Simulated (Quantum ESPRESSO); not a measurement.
A user runs Quantum ESPRESSO on Ba₃MoO₆ (Fm-3m, 10 atoms in the cell) and asks whether the run is sound. The aim is a self-consistent single point with DFT, PBEsol, plane waves, PseudoDojo standard norm-conserving (PBESOL) pseudopotentials.

Cell that was meant: a = 6.3483 Å, b = 6.3483 Å, c = 6.3483 Å, α = 60.00°, β = 60.00°, γ = 60.00°.

Part of the input:

```fortran
  nbnd = 44
/
&ELECTRONS
  conv_thr = 1.0d-3
  mixing_beta = 0.3
/
ATOMIC_SPECIES
```

Output (repeated stretches shortened):

```
     Message from routine setup:
     using ibrav=0 with symmetry is DISCOURAGED, use correct ibrav instead
     G-vector sticks info
   [... lines left out ...]
                       cart. coord. in units 2pi/alat
        k(    1) = (   0.0000000   0.0000000   0.0000000), wk =   0.0740741
        k(    2) = (   0.2357023   0.2357023  -0.2357023), wk =   0.5925926
        k(    3) = (   0.4714045   0.0000000   0.0000000), wk =   0.4444444
        k(    4) = (  -0.0000000  -0.4714045   0.4714045), wk =   0.8888889

     Dense  grid:   129045 G-vectors     FFT dimensions: (  72,  72,  72)

     Initial potential from superposition of free atoms

     starting charge      79.9529, renormalised to      80.0000
     Self-consistent Calculation

     iteration #  1     ecut=    85.00 Ry     beta= 0.30

     total energy              =    -506.14675044 Ry
     estimated scf accuracy    <       5.19418907 Ry

     iteration #  2     ecut=    85.00 Ry     beta= 0.30

     total energy              =    -507.18450521 Ry
     estimated scf accuracy    <       0.36704833 Ry

     iteration #  3     ecut=    85.00 Ry     beta= 0.30

     total energy              =    -507.25304253 Ry
     estimated scf accuracy    <       0.07104801 Ry

   [... 2 blocks of this kind left out ...]

     iteration #  6     ecut=    85.00 Ry     beta= 0.30
     c_bands:  1 eigenvalues not converged

     total energy              =    -507.25883909 Ry
     estimated scf accuracy    <       0.00130171 Ry

     iteration #  7     ecut=    85.00 Ry     beta= 0.30
     End of self-consistent calculation

     highest occupied, lowest unoccupied level (ev):     7.8765    9.9048

!    total energy              =    -507.25856868 Ry
     estimated scf accuracy    <       0.00059806 Ry

     convergence has been achieved in   7 iterations

     Forces acting on atoms (cartesian axes, Ry/au):

     atom    1 type  1   force =     0.00000000    0.00000000    0.00000000
     atom    2 type  1   force =     0.00000000    0.00000000   -0.00000000
     atom    3 type  1   force =     0.00000000    0.00000000   -0.00000000
     atom    4 type  2   force =     0.00000000   -0.00000000   -0.00000000
     atom    5 type  3   force =    -0.01894053    0.00000000    0.00000000
   [... lines left out ...]
     Total force =     0.046395     Total SCF correction =     0.067879
   [... lines left out ...]

          total   stress  (Ry/bohr**3)                   (kbar)     P=      -82.56
  -0.00056124   0.00000000   0.00000000          -82.56        0.00        0.00
   0.00000000  -0.00056124  -0.00000000            0.00      -82.56       -0.00
   0.00000000  -0.00000000  -0.00056124            0.00       -0.00      -82.56

   JOB DONE.
```

### Question
Is this run sound? If not, what is wrong?

### Answer
The run is not sound. The fault is a convergence threshold that is too loose. A loop that stops early leaves an energy error of second order in the density error, but errors of first order in forces and stress. To fix it, tighten the threshold. The run converged in 7 iterations without an error; against the sound input the free energy is nearly the same (within 1 meV/atom), the pressure goes from -7.16 to -8.26 GPa, the largest force goes from 0.546 to 0.487 eV/Å and the gap on the mesh moves little (2.025 to 2.028 eV). The full log also holds: “SCF correction compared to forces is large: reduce conv_thr to get better values”.

The sound input it was made from differs as follows (other fixes are possible):
```diff
-  conv_thr = 1.0d-3
+  conv_thr = 1.0d-10
```

With that input, the run converged in 16 iterations: free energy E − TS -6901.6104 eV; top of the valence band (on the code's own zero) 7.85 eV; gap on the k-point mesh 2.02 eV; pressure -7.16 GPa; largest force (vector length) 0.546 eV/Å (DFT, PBEsol, plane waves, PseudoDojo standard norm-conserving (PBESOL) pseudopotentials).

On the sound input: the starting cell comes from a database of computed structures (which also holds hypothetical and non-ambient phases and stackings), without a prior relaxation at this level. With a pressure of about -7 GPa the cell is away from its equilibrium volume at this level.
